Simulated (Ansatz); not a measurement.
An Ansatz (a first-principles code) input (r2SCAN, PAW, 500 eV (Ansatz; without spin-orbit coupling)):

Ansatz 0.2 input:
```yaml
crystal:
  lattice:
    - [3.9069501928, 0, 0]
    - [0, 3.9069501928, 0]
    - [0, 0, 3.9069501928]
  atoms:
    - { symbol: Sr, position: [0, 0, 0] }
    - { symbol: Ti, position: [0.5, 0.5, 0.5] }
    - { symbol: O, position: [0, 0.5, 0.5] }
    - { symbol: O, position: [0.5, 0.5, 0] }
    - { symbol: O, position: [0.5, 0, 0.5] }
basis: { ecutwfc: 500, ecutrho_ratio: 4, xc_grid: 4, fft_grid_basis: typed }
kpoints: { mp_grid: { grid: [12, 12, 12] } }
hamiltonian:
  xc: r2scan
  dispersion: none
  pseudopotentials: { kind: paw }
total_charge: 0.417457
scf: { occupations: { method: fermi_dirac, width: 0.0259 }, convergence: { dr2_threshold: 0.0000000005 } }
relax: { f_tol: 0.005, max_steps: 30 }
output: { forces: true, stress: true }
checkpoint: { write: state.ck, write_every: 1000 }
```

### Question
Which symmetry and how many k-points will the program report, and about how many plane waves at Γ?

### Answer
Space group Pm-3m (ITA 221) with 48 operations, k-points 84 of 1728, and 1503 plane waves at Γ.

Charged cell with a jellium background: band edges are those of the host's band count, energies are not comparable with the neutral cell, and many-body gap narrowing is missing. Stability against distortions was not tested. All final runs are without spin polarisation. The cell was made from SrTiO3 in the cubic perovskite structure (space group Pm-3m, No. 221) by this change: holes 7.0×10^21 cm⁻³. Many cubic perovskites are stable only at high temperature; tilts and polar distortions were not tested.
